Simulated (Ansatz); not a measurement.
System: single layer of GaS (symmetry P-3m1 as a slab, 4 atoms a cell), relaxed.

Consider the following.

```yaml
crystal:
  lattice:
    - [3.63768, 0.00000, 0.00000]
    - [-1.81884, 3.15032, 0.00000]
    - [0.00000, 0.00000, 24.57000]
  atoms:
    - { symbol: S, position: [0.00000, 0.00000, 0.40590] }
    - { symbol: S, position: [0.33333, 0.66667, 0.59410] }
    - { symbol: Ga, position: [0.66667, 0.33333, 0.44980] }
    - { symbol: Ga, position: [0.66667, 0.33333, 0.55020] }
```

Tersoff–Hamann model: the current follows the density of the states in the bias window at the tip's centre.

Mesh 18×18×1, no spin-orbit coupling, no spin polarisation; biases count from the run's Fermi level.

**Question.** Give the constant-current image of the upper face at a sample bias of -1.5 V from a Fermi level inside the gap (filled states down to 0.4 eV under the valence edge) over one cell, by PBE, Tersoff-Hamann images run with Ansatz (an electronic-structure program). The set point is the mean density 3.5 Å over the top atom.

**Answer.** Corrugation 0.26 Å, highest over S2 and the sites alike, lowest over Ga4 and the sites alike. Tip height over the top atom in Å, x and y in fractions of the first two vectors:

```
|112345566665543211|
|123456777776543211|
|234567888876543211|
|345678999876543212|
|356789999876532222|
|457899999875432123|
|567899998765321123|
|567899987654211124|
|567888876542111124|
|567777765421000124|
|556666554210000124|
|455555432100000123|
|344443321100001123|
|333332211100011122|
|222222111111111122|
|111112222222222211|
|111122334444332211|
|011233455555433211|
```
Scale: ten equal steps from 3.38 (start of '0') to 3.64 (end of '9'), in the order '0123456789'; x runs from 0.000 to 0.944, y from 0.000 (bottom) to 0.944 (top).
